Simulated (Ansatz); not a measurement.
The reference is Cu in the fcc (Cu type) structure (space group Fm-3m, No. 225; a = 3.563 Å; relaxed with 0.1 eV smearing). Axes: x, y, z lie along the cube axes.

All numbers come from PBEsol (Ansatz, a program for electronic structure), no spin-orbit coupling, earlier PAW set.

For the base:

The shortest interatomic distance is 2.520 Å.

Now apply this change: biaxial strain −3.51 %, plane normal [111], relaxed out of plane (Cartesian); in-plane vectors clamped, the third vector and the atoms free.

Predict the new out-of-plane strain, energy relative to the base, shortest interatomic distance and in-plane stress.

The out-of-plane strain comes out as +2.52 %; the energy increases by 33 meV/atom; the shortest interatomic distance falls by 0.0884 Å to 2.431 Å; the mean in-plane stress (compression positive) is +14.4 GPa.

Stability against distortions was not tested. All final runs are without spin polarisation.
